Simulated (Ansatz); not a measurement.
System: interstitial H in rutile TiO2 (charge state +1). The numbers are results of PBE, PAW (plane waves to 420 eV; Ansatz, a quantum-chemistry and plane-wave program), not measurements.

Cell of 72 host sites held at the relaxed PBE lattice; one k-point at (0.250, 0.250, 0.250); Fermi-Dirac width 0.01 eV, spin-restricted; finite-size errors left in. Static, classical nuclei. The charge state is imposed; whether it is stable for some Fermi level was not computed. Sites that were not tried may lie lower.

Barriers: single points on a 2×2×2 k-point mesh shifted by half a step at the bands' geometries.

The step: a direct jump of one H atom (a rearrangement that moves the defect's centre by under 1 Å); the atom moves 0.99 Å along (0.08, 0.20, 0.01) of the unit cell; the moving atom starts with neighbours O at 0.99, O at 2.08 Å and ends with O at 0.99, O at 2.08 Å.

Q: Estimate the migration barrier of this step that PBE, PAW returns for this input.

A: 10.2 kcal/mol, the same both ways. At the saddle the moving atom has neighbours 2 O at 1.26 Å. The saddle point's order was not checked, and it lies on a symmetry element of the cell, where a band can be held.
